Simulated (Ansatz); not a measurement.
CuGaSe2: stress against strain

CuGaSe2 (chalcopyrite, I-42d, 20.787 Å³/atom and stress up to 0.01 GPa in the relaxed cell, c along z) under a strain ε along c (axis z), the other axes held. LDA in Ansatz, a plane-wave DFT program (PAW, default set), 420 eV, 9×9×9 Γ-centred mesh, Fermi-Dirac smearing 0.05 eV; ions are relaxed, or left where forces stay under 0.02 eV/Å, within the symmetry of each cell. Stress is positive for a compressed cell.

Here s stands for strain and y for stress zz.

| strain (%) | stress zz (GPa) |
|---|---|
| -1.50 | 1.62 |
| -0.75 | 0.80 |
| 0.00 | 0.00 |
| 0.75 | -0.78 |
| 1.50 | -1.54 |
| 3.00 | ? |

Q: Using a straight line, estimate the missing y at s = 3.00 from the other rows, showing the fit.

A: Means: s 0, y 0.020. About the means, the sum of products is -5.9250 and the sum of squares of s is 5.6250; the slope is their ratio. Least squares gives y = 0.020 - 1.0533·s. Residuals (row less fit): 0.020, -0.010, -0.020, -0.010, 0.020; standard error 0.022 (degrees of freedom: 3). The slope gives the elastic constant C33 = 105.3 ± 0.9 GPa (± standard error of the fit, which holds the terms cut off). At the withheld row, y = 0.020 - 1.0533 × 3.00 = -3.140 GPa. The calculation gives -3.01 GPa, 0.130 GPa above the prediction (2.8 % of the range of y in the table). The row lies outside the fitted rows, so this is an extrapolation. From the scatter of the fitted rows alone, a prediction at this place has a standard error of 0.036 GPa, so the miss is 3.6 times that.

A polynomial of degree 2 through the 8 other runs of the series gives -3.01 there, so most of the miss is curvature that the fit leaves out. Rows are the converged runs of the series near zero and its far end; series whose fitted rows scatter by over a few per cent of the range, as at a crossing or softening among them, aren't shown in this form, nor equations of state whose B0' disagrees with the runs' pressures. Most that stay on the fit to the last digits aren't either.
